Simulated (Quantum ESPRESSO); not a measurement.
**Short convergence ladders for IrRh3 (I4mm, 4 atoms in the cell)**

```
CELL_PARAMETERS angstrom
     -1.91250     1.91250     3.83094
      1.91250    -1.91250     3.83094
      1.91250     1.91250    -3.83094
ATOMIC_POSITIONS crystal
  Ir 0.00653 0.00653 0.00000
  Rh 0.75000 0.25000 0.50000
  Rh 0.25000 0.75000 0.50000
  Rh 0.50000 0.50000 0.00000
```

Base method: LDA (PZ), GBRV 1.5 ultrasoft (LDA) pseudopotentials (plane waves; Quantum ESPRESSO).

Base settings: ecutwfc = 40 Ry; ecutrho = 320 Ry; occupations = smearing; smearing = fd; degauss = 0.0073499 Ry; potentials = {Ir: ir_lda_v1.2.uspp.F.UPF, Rh: rh_lda_v1.4.uspp.F.UPF}; K_POINTS = automatic 4 4 4 0 0 0; conv_thr = 1e-11 Ry; mixing_beta = 0.4.

The count of work is k-points × plane waves × bands × iterations; it is no time. Core times come from one kind of shared machine, to one figure; runs under 30 s give none.

**The cutoff for other potential files**

Level: DFT, LDA (PZ), plane waves, PSlibrary PAW (LDA, semicore) pseudopotentials.

In this ladder: pseudopotentials = {Ir: Ir.pz-spfn-kjpaw_psl.1.0.0.UPF, Rh: Rh.pz-spn-kjpaw_psl.1.0.0.UPF}. Moved along: ecutrho.

The second cell is the first with its lattice scaled by 0.98.

The mesh stays at the base's, so the ladder's end is converged at best in this setting alone.

Only quantities that move along the ladder and can be compared are tabulated.

| ecutwfc | free energy less the last step's (meV/atom) | energy of the compressed cell less the first (meV/atom) | pressure (GPa) | largest difference of a force vector from the last step's (eV/Å) | count of work / last | core time / last (rough) |
|---|---|---|---|---|---|---|
| 34 Ry | 3677.17 | -44.87 | -186.10 | 0.072 | 0.11 | 0.08 |
| 52 Ry | 130.95 | -14.73 | -15.71 | 0.007 | 0.21 | 0.2 |
| 75 Ry | 34.27 | -16.48 | -13.72 | 0.001 | 0.36 | 0.3 |
| 112 Ry | 5.20 | -16.67 | -12.40 | 0.000 | 0.65 | 0.7 |
| 150 Ry | 0.00 | -16.69 | -12.36 | 0.000 | 1.0 | 1 |

Coarsest ecutwfc that holds the pressure within 0.2 GPa of the last step, with all finer ones: 112 Ry; the step before is off by 1.4 GPa.

Coarsest ecutwfc that holds the free energy within 2 meV/atom: not settled: the last two steps still differ by 5.2 meV/atom, over half the tolerance, so the ladder does not show it.

Coarsest ecutwfc that holds the forces within 0.005 eV/Å of the last step, with all finer ones: 75 Ry, at 0.36 of the last step's count of work and about 0.3 of the last step's time; the step before is off by 0.007 eV/Å.

At the lowest cutoff the pressure lies 174 GPa under the last step's, the usual sign of Pulay stress in an incomplete plane-wave basis.

**The density cutoff**

The second cell is the first with its lattice scaled by 0.98.

The mesh stays at the base's, so the ladder's end is converged at best in this setting alone.

Only quantities that move along the ladder and can be compared are tabulated.

| ecutrho | free energy less the last step's (meV/atom) | energy of the compressed cell less the first (meV/atom) | pressure (GPa) | core time / last (rough) |
|---|---|---|---|---|
| 80 Ry | -4.02 | -13.79 | -13.58 | – |
| 160 Ry | 0.01 | -14.26 | -13.77 | – |
| 240 Ry | 0.00 | -14.28 | -13.77 | 0.4 |
| 320 Ry | 0.00 | -14.28 | -13.77 | 0.5 |
| 640 Ry | 0.00 | -14.27 | -13.77 | 1 |

Coarsest ecutrho that holds the free energy within 1 meV/atom of the last step, with all finer ones: 160 Ry; the step before is off by 4.0 meV/atom.

Coarsest ecutrho that holds the pressure within 0.1 GPa of the last step, with all finer ones: 160 Ry; the step before is off by 0.19 GPa.

Coarsest ecutrho that holds the energy of the compressed cell less the first within 0.2 meV/atom of the last step, with all finer ones: 160 Ry; the step before is off by 0.49 meV/atom.

The energy difference between the two cells stays within 1 meV/atom of the last step's from 80 Ry on, the total only from 160 Ry on: much of the error is common to both cells and cancels.

On the base run: the starting cell comes from a database of computed structures (which also holds hypothetical and non-ambient phases and stackings), without a prior relaxation at this level. Its lattice was rescaled by up to half a per cent. One atom was moved a little off its site on purpose. Spin polarisation is off. In the base run, with a pressure of about -14 GPa the cell is away from its equilibrium volume at this level. Without a gap this mesh is coarse (it stands for a supercell whose shortest vector is 15 Å).
